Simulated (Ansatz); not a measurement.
The structure below was relaxed with plane-wave PAW DFT at the PBE level (Ansatz, a first-principles code, 420 eV), scalar-relativistic without spin-orbit coupling, at pressure 2.1 GPa.

Space group Fm-3m (No. 225); a = b = c = 4.8849 Å, α = β = γ = 90.00°

```tsv
atom	site	symmetry	x	y	z
Y	4a	m-3m	0.0000	0.0000	0.0000
N	4b	m-3m	0.5000	0.5000	0.5000
```

Write out a cell with all atoms.


```
YN
1.0
    4.88489     0.00000     0.00000
    0.00000     4.88489     0.00000
    0.00000     0.00000     4.88489
Y N
4 4
Direct
  0.00000   0.00000   0.00000
  0.00000   0.50000   0.50000
  0.50000   0.00000   0.50000
  0.50000   0.50000   0.00000
  0.50000   0.00000   0.00000
  0.50000   0.50000   0.50000
  0.00000   0.00000   0.50000
  0.00000   0.50000   0.00000
```
This is the conventional cell.

Load acts through the strain it causes; cell and atoms are relaxed under it. No phonon test of stability was made. The cell was made from YN in the rock salt structure (space group Fm-3m, No. 225) by this change: pressure 2.1 GPa.
